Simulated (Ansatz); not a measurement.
Start from CdSe in the zinc blende structure (space group F-43m, No. 216; a = 6.1333 Å).

All numbers come from Kohn–Sham DFT with the r2SCAN functional, run in Ansatz (an electronic-structure program) with PAW and 500 eV plane waves, no spin-orbit coupling.

It is then changed as follows: every Se is replaced by S, then cell and atoms are relaxed.

Measured band gap: CdSe 1.77 eV (0 K or low temperature; as listed in arXiv:1206.3780); CdS 2.48 eV (0 K or low temperature; as listed in arXiv:1206.3780).

Measured lattice parameter a: CdSe 6.077 Å (room temperature; as listed in arXiv:1206.3780); CdS 5.832 Å (room temperature; as listed in arXiv:1206.3780).

How well does r2SCAN reproduce the measured shift?

With r2SCAN the band gap moves by +0.50 eV (1.04 → 1.54) against +0.71 eV measured; the lattice parameter a moves by -0.255 Å (6.133 → 5.878) against -0.245 Å measured.

No phonon test of stability was made.
